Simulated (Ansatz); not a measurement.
Input and output of a self-consistent single point for Sc3SnB (P4mm, 5 atoms in the cell) (Ansatz, a first-principles code)

Method: PBEsol, default PAW files made with PBE (plane waves; Ansatz).

Input as run:

Ansatz 0.2 input:
```yaml
crystal:
  lattice:
    - [4.640008, 0.000000, 0.000000]
    - [0.000000, 4.640008, 0.000000]
    - [0.000000, 0.000000, 4.640008]
  atoms:
    - { symbol: Sc, position: [0.500000, 0.000000, 0.500000] }
    - { symbol: Sc, position: [0.010776, 0.500000, 0.500000] }
    - { symbol: Sc, position: [0.500000, 0.500000, 0.000000] }
    - { symbol: Sn, position: [0.000000, 0.000000, 0.000000] }
    - { symbol: B, position: [0.500000, 0.500000, 0.500000] }
basis:
  ecutwfc: 420.0
kpoints:
  mp_grid:
    grid: [5, 5, 5]
hamiltonian:
  xc: pbesol
  pseudopotentials:
    kind: paw
scf:
  occupations:
    method: fermi_dirac
    width: 0.1
output:
  forces: true
  eigenvalues: true
  stress: true
```

Output (repeated stretches shortened):

```
WARN ansatz: RAYON_NUM_THREADS=1 ignored (pool sized by the plan → 1); use --threads N
Pseudopotentials: kind: paw
Pseudopotential: Sc, paw, valence charge 11
Pseudopotential: Sn, paw, valence charge 14
Pseudopotential: B, paw, valence charge 3
Crystal: 5 atoms, lattice volume = 99.898 Å³
Basis set: ecut = 420 eV, 1935 PW (Γ), exchange–correlation on 64×64×64 points (8 copies of the dense FFT grid, shifted against one another)
Bands: 30, of which v1, the nominal top of the filled ones, is band 25 counted from 1 (24 counted from 0)
Symmetry: 8 space group operations
Space group: P4mm (ITA 99), of the structure as read, at distance tolerance 4.6e-5 Å
k-points: 18 of 125 (time reversal used)
PAW frozen core: Sc, regenerated for the run's functional, and the local potential with it
PAW frozen core: Sn, regenerated for the run's functional, and the local potential with it
PAW frozen core: B, regenerated for the run's functional, and the local potential with it
Initial density: superposition of atomic densities (neutral atoms: chi_scale 0, normalization atom), corrected by the library's trained network
Initial wavefunctions: pseudopotential atomic-orbital guess
Eigensolver: davidson
Functional: x = pbesol(κ = 0.804, μ = 0.12345679012345678), c = pbesol(β = 0.046)
SCF iter   1: F=—  HF=-12439.762369 eV  |F-HF|=—  |Δ(HF+E_count)|=         —  Δρ=4.47e-3  dr2=3.28e-2  ethr=1.77e-3  ⟨swp⟩=5.6  Hψ=2348  notcnv=0
all-band conjugate gradients solve this SCF's bands
preconditioner: auto → Kerker (q_TF=auto, 2.431 Å⁻¹)
SCF iter   2: F=—  HF=-12439.754779 eV  |F-HF|=—  |Δ(HF+E_count)|=   7.59e-3  Δρ=2.03e-3  dr2=6.93e-3  ethr=6.55e-5  ⟨swp⟩=2.0  Hψ=810  notcnv=0
SCF iter   3: F=—  HF=-12439.752995 eV  |F-HF|=—  |Δ(HF+E_count)|=   1.78e-3  Δρ=3.84e-4  dr2=2.04e-4  ethr=1.39e-5  ⟨swp⟩=2.1  Hψ=694  notcnv=0
SCF iter   4: F=—  HF=-12439.752959 eV  |F-HF|=—  |Δ(HF+E_count)|=   3.54e-5  Δρ=1.18e-4  dr2=1.73e-5  ethr=4.08e-7  ⟨swp⟩=2.0  Hψ=673  notcnv=0
SCF iter   5: F=—  HF=-12439.752803 eV  |F-HF|=—  |Δ(HF+E_count)|=   1.57e-4  Δρ=3.74e-5  dr2=1.91e-6  ethr=3.47e-8  ⟨swp⟩=2.9  Hψ=1012  notcnv=0
SCF iter   6: F=—  HF=-12439.752802 eV  |F-HF|=—  |Δ(HF+E_count)|=   3.44e-7  Δρ=1.22e-5  dr2=1.91e-7  ethr=3.81e-9  ⟨swp⟩=2.0  Hψ=689  notcnv=0
SCF iter   7: F=-12439.752802 eV  HF=-12439.752802 eV  |F-HF|=1.41e-8  |Δ(HF+E_count)|=   2.64e-8  Δρ=4.19e-6  dr2=2.62e-8  ethr=2.00e-10  ⟨swp⟩=6.4  Hψ=2039  notcnv=0
SCF 1 converged in 7 iterations: F = -12439.752802 eV  dr2 = 2.62e-8
SCF converged after 7 iterations
Free energy (F): -12439.752802 eV
Harris-Foulkes:  -12439.752802 eV  (|F-HF|=1.41e-8)
Internal energy: -12439.703484 eV  (E = F + TS)
E sigma→0 (E₀):  -12439.728143 eV
Entropy (-TS):   -0.049319 eV (-9.864 meV/atom)
Fermi energy:    10.228524 eV
--- Per-component energies (eV) ---
  E_band       = -530.028828
  E_kinetic    = 1019.734146
  E_local      = -3260.434619  (includes V_loc(G=0)·N_el)
  E_nonlocal   = 232.110232
  E_hartree    = 1354.694651
  E_xc         = -722.203346
  E_vxc        = -522.242365  (∫ρ·V_xc dr)
  E_paw        = -6938.657207  (= ΣΔE_a)
  E_vpaw       = -708.587170  (= ΣTr[D̂ρ^β])
  E_aug_tail   = 0.000032  (compensation charges beyond the density's cutoff)
  E_ewald      = -4125.633999
  E_core_change = 0.686626  (= ΣΔE_core)
  E_smearing   = -0.049319  (= −TS)
  E_closure    = -0.000000  (closes the sum)
  Σ components = -12439.752802   (vs F -12439.752802, Δ=0.00e0)
--- Forces (eV/Å), atoms counted from 1 ---
  atom   1  Sc     0.10767729    -0.00000000     0.00000000
  atom   2  Sc    -0.50720533     0.00000000     0.00000000
  atom   3  Sc     0.10767729    -0.00000000     0.00000000
  atom   4  Sn     0.02431984     0.00000000     0.00000000
  atom   5  B      0.26753499    -0.00000000     0.00000000
  max |Σ_I F_I| component: 4.08e-6 eV/Å
--- Stress (GPa, compression-positive) ---
       -1.935483      -0.000000       0.000000
       -0.000000      -2.085725       0.000000
        0.000000       0.000000      -2.085725
  P = ⅓ Tr σ = -2.0356 GPa (-20.356 kbar)
  The stress holds the Pulay correction. Without it, at fixed plane waves, as pw.x and ABINIT print it: P = -2.0715 GPa
--- Band table (eV; the first three rows and the last of 18) ---
  k-point 0: bands = ["-38.7167", "-38.6590", "-38.6524", "-17.5849", "-17.5831", "-17.5831", "-17.4781", "-17.4737", "-17.4737", "-17.2157", "-17.2157", "-17.2110", "-10.3140", "-10.3140", "-10.3140", "-10.3113", "-10.3112", "1.8564", "4.1255", [...]
  k-point 1: bands = ["-38.7115", "-38.6634", "-38.6532", "-17.5727", "-17.5698", "-17.5666", "-17.4845", "-17.4792", "-17.4739", "-17.2390", "-17.2241", "-17.2168", "-10.3139", "-10.3130", "-10.3130", "-10.3103", "-10.3088", "2.1195", "4.1630", [...]
  k-point 2: bands = ["-38.6991", "-38.6753", "-38.6536", "-17.5455", "-17.5401", "-17.5359", "-17.4986", "-17.4957", "-17.4754", "-17.2791", "-17.2382", "-17.2300", "-10.3137", "-10.3113", "-10.3113", "-10.3086", "-10.3049", "2.7748", "3.9402", [...]
  k-point 17: bands = ["-38.6815", "-38.6770", "-38.6690", "-17.6108", "-17.6051", "-17.6031", "-17.5239", "-17.4034", "-17.3988", "-17.3957", "-17.1554", "-17.1499", "-10.3155", "-10.3154", "-10.3153", "-10.3016", "-10.3015", "3.5373", "5.2683", [...]
```

The run converged in 7 iterations.

The starting cell comes from a database of computed structures (which also holds hypothetical and non-ambient phases and stackings), without a prior relaxation at this level. Its lattice was rescaled by up to half a per cent. One atom was moved a little off its site on purpose. Ansatz's pressure includes its estimate of the finite-basis (Pulay) stress.
